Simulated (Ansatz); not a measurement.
The starting structures come from a database of crystals and need not be the phases stable at ambient conditions.

Input:

```yaml
crystal:
  lattice:
    - [5.11213, 0.00000, 0.00000]
    - [0.00000, 5.11213, 0.00000]
    - [2.55606, -2.55606, 3.61482]
  atoms:
    - { symbol: Ca, position: [0.75000, 0.75000, 0.50000] }
    - { symbol: Ca, position: [0.25000, 0.25000, 0.50000] }
    - { symbol: H, position: [0.23718, 0.23718, 0.00000] }
    - { symbol: H, position: [0.76282, 0.76282, 0.00000] }
    - { symbol: H, position: [0.76282, 0.23718, 0.00000] }
    - { symbol: H, position: [0.23718, 0.76282, 0.00000] }
    - { symbol: H, position: [0.76282, 0.23718, 0.47436] }
    - { symbol: H, position: [0.23718, 0.76282, 0.52564] }
    - { symbol: Os, position: [0.00000, 0.00000, 0.00000] }
```

Space group of this cell: Fm-3m. The cell is taken as given; by r2SCAN its mean pressure is -0.5 GPa.

Transport runs along the normal of the first two printed cell vectors, the (001) plane of the conventional cell.

The gap is the functional's own. No spin-orbit coupling. Mid-gap values are interpolated on the energy grid.

Task: Compute, with Ansatz (a first-principles code) with r2SCAN, the band gap and the smallest decay constant κ at mid-gap.

Result: Gap 3.09 eV on a 8×8×8 mesh; κ = 0.466 1/Å, at (0.500, 0.500) of the in-plane reciprocal vectors. At the zone centre, at the nearest computed energy, the slowest state has κ = 0.47 1/Å.
